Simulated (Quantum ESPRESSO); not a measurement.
A user runs Quantum ESPRESSO on Zr2P3S (P4mm, 6 atoms in the cell) and asks whether the run is sound. The aim is a self-consistent single point with DFT, PBEsol, plane waves, SSSP 1.1.2 efficiency (PBE) pseudopotentials.

Input as run:

```fortran
&CONTROL
 calculation = 'scf'
 outdir = './work'
 pseudo_dir = './'
 tprnfor = .true.
 tstress = .true.
/
&SYSTEM
 ibrav = 0
 celldm(1) = 6.8116689943
 nat = 6
 ntyp = 3
 ecutwfc = 40
 ecutrho = 320
 occupations = 'smearing'
 smearing = 'cold'
 degauss = 0.019992
 nbnd = 23
 input_dft = 'pbesol'
/
&ELECTRONS
 conv_thr = 1.0d-9
/
ATOMIC_SPECIES
Zr    91.2240  Zr_pbe_v1.uspp.F.UPF
P     30.9738  P.pbe-n-rrkjus_psl.1.0.0.UPF
S     32.0600  s_pbe_v1.4.uspp.F.UPF
ATOMIC_POSITIONS {alat}
Zr    0.5000000000    0.5000000000    0.5801465149
Zr    0.0000000000    0.0000000000    1.5973616941
P     0.5000000000    0.0000000000    2.1727418492
P     0.0000000000    0.5000000000    2.1727418492
P     0.0000000000    0.0000000000    0.8254290488
S     0.5000000000    0.5000000000    1.3572590398
K_POINTS {automatic}
9 9 5  0 0 0
CELL_PARAMETERS {alat}
   1.0000000000     0.0000000000     0.0000000000
   0.0000000000     1.0000000000     0.0000000000
   0.0000000000     0.0000000000     2.1764199990
```

Log, with long lists cut:

```
     Message from routine setup:
     using ibrav=0 with symmetry is DISCOURAGED, use correct ibrav instead
     G-vector sticks info
     --------------------
     sticks:   dense  smooth     PW     G-vecs:    dense   smooth      PW
   [... lines left out ...]
         1        Zr     tau(   1) = (   0.5000000   0.5000000   0.5801465  )
         2        Zr     tau(   2) = (   0.0000000   0.0000000   1.5973617  )
         3        P      tau(   3) = (   0.5000000   0.0000000   2.1727418  )
         4        P      tau(   4) = (   0.0000000   0.5000000   2.1727418  )
         5        P      tau(   5) = (   0.0000000   0.0000000   0.8254290  )
         6        S      tau(   6) = (   0.5000000   0.5000000   1.3572590  )

     number of k points=    45  Marzari-Vanderbilt smearing, width (Ry)=  0.0200
                       cart. coord. in units 2pi/alat
        k(    1) = (   0.0000000   0.0000000   0.0000000), wk =   0.0049383
        k(    2) = (   0.0000000   0.0000000   0.0918940), wk =   0.0098765
        k(    3) = (   0.0000000   0.0000000   0.1837881), wk =   0.0098765
   [... 42 lines left out ...]

     Dense  grid:    66653 G-vectors     FFT dimensions: (  40,  40,  90)

     Smooth grid:    23571 G-vectors     FFT dimensions: (  27,  27,  60)

     Initial potential from superposition of free atoms

     starting charge      44.9952, renormalised to      45.0000

     negative rho (up, down):  1.191E-01 0.000E+00
     Self-consistent Calculation

     iteration #  1     ecut=    40.00 Ry     beta= 0.70

     Threshold (ethr) on eigenvalues was too large:
     Diagonalizing with lowered threshold

     negative rho (up, down):  1.204E-01 0.000E+00

     total energy              =    -264.45116306 Ry
     estimated scf accuracy    <       0.23023562 Ry

     iteration #  2     ecut=    40.00 Ry     beta= 0.70

     negative rho (up, down):  1.203E-01 0.000E+00

     total energy              =    -264.16441366 Ry
     estimated scf accuracy    <       2.80366194 Ry

     iteration #  3     ecut=    40.00 Ry     beta= 0.70

     negative rho (up, down):  1.205E-01 0.000E+00

     total energy              =    -264.53683858 Ry
     estimated scf accuracy    <       0.21647682 Ry

   [... 17 blocks of this kind left out ...]

     iteration # 21     ecut=    40.00 Ry     beta= 0.70

     negative rho (up, down):  1.213E-01 0.000E+00

     total energy              =    -264.56819843 Ry
     estimated scf accuracy    <          1.8E-09 Ry

     iteration # 22     ecut=    40.00 Ry     beta= 0.70
     c_bands:  1 eigenvalues not converged

     negative rho (up, down):  1.213E-01 0.000E+00
     End of self-consistent calculation

     the Fermi energy is    12.9596 ev

!    total energy              =    -264.56819843 Ry
     estimated scf accuracy    <          7.3E-10 Ry
     smearing contrib. (-TS)   =      -0.00063192 Ry
     internal energy E=F+TS    =    -264.56756650 Ry

     convergence has been achieved in  22 iterations

     negative rho (up, down):  1.213E-01 0.000E+00

     Forces acting on atoms (cartesian axes, Ry/au):

     atom    1 type  1   force =     0.00000000    0.00000000   -0.00275348
     atom    2 type  1   force =     0.00000000    0.00000000    0.00259041
     atom    3 type  2   force =     0.00000000    0.00000000    0.00197500
     atom    4 type  2   force =     0.00000000    0.00000000    0.00197500
   [... lines left out ...]
     Total force =     0.005547     Total SCF correction =     0.000082
   [... lines left out ...]

     negative rho (up, down):  1.213E-01 0.000E+00
          total   stress  (Ry/bohr**3)                   (kbar)     P=      -41.97
  -0.00030033   0.00000000   0.00000000          -44.18        0.00        0.00
   0.00000000  -0.00030033   0.00000000            0.00      -44.18        0.00
   0.00000000   0.00000000  -0.00025526            0.00        0.00      -37.55

   JOB DONE.
```

Can these results be used? Check the input.

The results are close to the sound ones and would serve for rough work. The doubtful point is too few bands. The band count has to hold all valence electrons, and a smeared run needs empty bands on top for the tail of the occupations. The run converged in 22 iterations without an error; against the sound input the free energy rises by 1.8 meV/atom, the pressure hardly changes (-4.16 to -4.20 GPa) and the largest force goes from 0.080 to 0.071 eV/Å.

The sound input it was made from differs as follows (other fixes are possible):
```diff
- nbnd = 23
```

With that input, the run converged in 14 iterations: free energy E − TS -3599.6444 eV; Fermi level (on the code's own zero) 12.89 eV; pressure -4.16 GPa; largest force (vector length) 0.080 eV/Å (DFT, PBEsol, plane waves, SSSP 1.1.2 efficiency (PBE) pseudopotentials).

On the sound input: the starting cell comes from a database of computed structures (which also holds hypothetical and non-ambient phases and stackings), without a prior relaxation at this level. With a pressure of about -4 GPa the cell is away from its equilibrium volume at this level.
